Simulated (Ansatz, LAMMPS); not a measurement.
Si sphere of 29 atoms, radius 0.50 nm, coherent in Ge, 6x6x6 cubic cells at the host's lattice parameter. Cell 34.56 × 34.56 × 34.56 Å, Si29Ge1699, 1728 atoms. Prepared with LAMMPS with Tersoff's 1989 multicomponent potential (SiCGe.tersoff): minimisation. 

Basis: localised support functions (accuracy medium) on a full density matrix. k-points: zone centre alone; occupations: Fermi-Dirac, 0.010 eV; spin polarisation not allowed. No spin-orbit coupling.

Problem. What energy, gap and bonding does PBE, support functions at accuracy medium on the grid of 370 eV in Ansatz (a first-principles code) give?

Solution. 
* **energy over the perfect crystal(s), per atom**: 1 meV/atom
* **electronic character of the cell**: no gap resolved at this smearing
* **coordination (neighbours within 2.994 Å)**: 100.0 % 4-fold
* **Ge-Ge bonds, mean ± spread**: 2.496 ± 0.003 Å
* **Ge-Si bonds, mean ± spread**: 2.466 ± 0.006 Å
* **Si-Si bonds, mean ± spread**: 2.413 ± 0.009 Å
* **bond angles, mean ± spread**: 109.5° ± 0.4°
* **pressure**: -0.13 GPa
